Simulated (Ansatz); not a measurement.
## HfNi (Cmcm, No. 63; cell taken from a computed entry)

Calculation: r²SCAN (Ansatz, an electronic-structure program, PAW).

Run with plane-wave cutoff 500 eV, 18×18×14 k mesh (along the axes of the cell as run), Fermi–Dirac smearing 0.1 eV, no spin polarisation, scalar-relativistic PAW data made under PBE.

Cell (relaxed at this level):

```xyz
4
Lattice="1.6088 -4.9090 0.0000 1.6088 4.9090 0.0000 0.0000 0.0000 4.0499" Properties=species:S:1:pos:R:3 pbc="T T T"
Hf     1.6088    -3.5382     3.0375
Hf     1.6088     3.5382     1.0125
Ni     1.6088    -0.8190     3.0375
Ni     1.6088     0.8190     1.0125
```

```json
{
 "band_gap": "none"
}
```

Note: the relaxation could not lower the start's symmetry, so the cell can be a saddle point above a distorted one.

Spin–orbit coupling is not included.

It cost roughly 27 core-minutes of CPU time.
